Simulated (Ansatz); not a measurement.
Hypothetical P3_121 InSb: response to strain

Consider InSb (space group P3_121, No. 152; a = 4.587 Å, c = 10.023 Å; a hypothetical phase, not in the database extracts checked). Axes: x lies along a and z along c of the hexagonal cell.

Strains are applied to the cell and any free atomic positions relax; under biaxial strain the out-of-plane vector relaxes too; under stress the whole cell relaxes.

Calculations: PBEsol (Ansatz, a quantum-chemistry and plane-wave program), no spin-orbit coupling.

Notes on the quantities. energy relative to the base: free energy F; pressure: mean of the normal stresses, compression positive.

```csv
variant,volume per atom,energy relative to the base,pressure
base,30.44 Å³,0 meV/atom,0.0 GPa
"biaxial strain +1.11 %, plane normal [001], relaxed out of plane",30.93 Å³,–,-0.3 GPa
isotropic strain +0.54 %,30.93 Å³,+0.5 meV/atom,-0.4 GPa
isotropic strain +0.66 %,31.04 Å³,(withheld),-0.5 GPa
uniaxial strain ε_zz = −4.38 %,29.10 Å³,(withheld),1.1 GPa
"uniaxial stress, 3 GPa tension along x",31.64 Å³,+21 meV/atom,–
```

### Question
Complete the table.

### Answer

- isotropic strain +0.66 %, energy relative to the base: +0.8 meV/atom
- uniaxial strain ε_zz = −4.38 %, energy relative to the base: +9.3 meV/atom

Without a gap, meshes like the base's 12×12×5 leave anisotropic stresses uncertain by several tenths of a GPa, and small strain energies with them. Beyond what the load breaks, stability against distortions was not tested. All final runs are without spin polarisation.
